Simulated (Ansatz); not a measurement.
Consider a 20-atom cell of (Mo,Ti) started in the body-centred cubic structure, site fractions Mo 0.500, Ti 0.500, short-range order 0.00 among the nearest mixed sites of the first mixed sublattice (0 is random, a negative value favours unlike neighbours), space group P1 at the end. Its start:

```
CELL_PARAMETERS angstrom
      6.37812     0.03675    -3.23378
      3.15760    -6.39447     0.01060
     -3.12527     0.02679    -6.34007
ATOMIC_POSITIONS crystal
  Mo 0.79794 0.75023 0.84366
  Mo 0.20241 0.49700 0.89181
  Mo 0.60498 0.24822 0.94794
  Ti 0.19775 0.75188 0.66182
  Ti 0.59483 0.49973 0.71128
  Mo 0.59461 0.74621 0.45595
  Ti 0.00096 0.25891 0.77156
  Ti 0.40756 0.00865 0.82229
  Ti 0.99459 0.50456 0.50109
  Mo 0.40046 0.25044 0.55072
  Ti 0.78803 0.99843 0.59706
  Ti 0.99496 0.74292 0.22286
  Ti 0.40044 0.48731 0.28444
  Ti 0.80273 0.24854 0.33271
  Mo 0.39969 0.75056 0.05260
  Mo 0.79407 0.50439 0.10402
  Ti 0.21766 0.99939 0.39173
  Mo 0.19815 0.25290 0.15593
  Mo 0.60368 0.00043 0.20514
  Mo 0.00452 0.99930 0.99541
```

Computed with PBE (plane waves to 420 eV, PAW; Ansatz, a program for electronic structure). Spin–orbit coupling is left out; the runs are not spin-polarised. Its k-point mesh 5×5×5, Fermi–Dirac width 0.05 eV.

Problem. Predict the alloy's volume and bond lengths.

Solution. 
```
Property                                                                                                                                                                                                                             Result
---------------------------------------------------------  --------------------------------------------------------------------------------------------------------------------------------------------------------------------------------
volume per atom                                                                                                                                                                                                                    16.14 Å³
Mo–Ti bonds (within 1.22 times the sum of covalent radii)                                                                                                                                      2.924 Å on average, from 2.610 to 3.385 (70)
Mo–Mo bonds (within 1.22 times the sum of covalent radii)                                                                                                                                      2.943 Å on average, from 2.630 to 3.314 (35)
Ti–Ti bonds (within 1.22 times the sum of covalent radii)                                                                                                                                      2.980 Å on average, from 2.784 to 3.548 (35)
check of the structure type                                not passed: over a tenth of the atoms count other neighbours than the ideal type within 1.2 times their shortest bond (scaled by covalent radii), so no mixing enthalpy is given
```
